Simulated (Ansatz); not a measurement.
System: V (model structure, started from the diamond type, Fd-3m, No. 227, 2 atoms in the cell). Method: PBEsol in Ansatz (PAW).

Settings: plane-wave cutoff 520 eV, 18×18×18 k mesh, Fermi–Dirac smearing 0.05 eV, spin-polarised with parallel moments, scalar-relativistic PAW data made under PBE.

Cell (relaxed at this level):

```cif
data_V2
_chemical_formula_sum 'V2'
_space_group_name_H-M_alt 'P 1'
_space_group_IT_number 1
_cell_length_a 3.79190
_cell_length_b 3.79190
_cell_length_c 3.79190
_cell_angle_alpha 60.000
_cell_angle_beta 60.000
_cell_angle_gamma 60.000
loop_
_space_group_symop_operation_xyz
  'x, y, z'
loop_
_atom_site_label
_atom_site_type_symbol
_atom_site_fract_x
_atom_site_fract_y
_atom_site_fract_z
_atom_site_occupancy
V1 V 0.75000 0.75000 0.75000 1
V2 V 0.50000 0.50000 0.50000 1
```
Starting moments (μB, in the order of the record's atoms V V): 2.0 2.0.

Task: What does this level give for the bulk modulus?

Result: 
bulk modulus: 61.6 GPa

The run finds no gap.

Note: the magnetic order was assumed, not searched for or taken from measurement; the bulk modulus is −V dP/dV from two relaxed cells at ±2 % in volume; the relaxation could raise the start's symmetry but not lower it, so the cell can be a saddle point.

Computed values are for the static lattice.

A model structure was made by putting elements into a prototype or built by hand; it is no filed structure, need not be a known phase, and can be a saddle point held by its symmetry.

Ansatz is an electronic-structure program.
